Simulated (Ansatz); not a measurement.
Structures of equal composition on the (111) surface of fcc Ir: a pseudomorphic layer of Au in the host's stacking; a pseudomorphic layer of Au in the other hollow. The slabs share one bottom face, and each structure is named by its start. These are constructed structures in small cells; real faces may alloy, dewet or reconstruct in larger ones, and not all known structures of the face are among them. Slabs of about 11 Å, Fermi-Dirac smearing of 0.1 eV. Bottom of the slabs: a bare face, its two planes held. Relaxed from the named starts with such symmetry as they have, on meshes of like density; energies extrapolated to zero smearing; spin only where a row says so; no spin-orbit coupling, no U. Brackets mark spin-polarised runs, whose order is one that fits the cell.

Method: PBE (plane waves to 420 eV, PAW; Ansatz, a first-principles code).

Problem. Order them by energy per 1x1 cell (lowest first) at the level PBE.

Solution. a pseudomorphic layer of Au in the host's stacking (0.000 eV), a pseudomorphic layer of Au in the other hollow (0.040 eV)
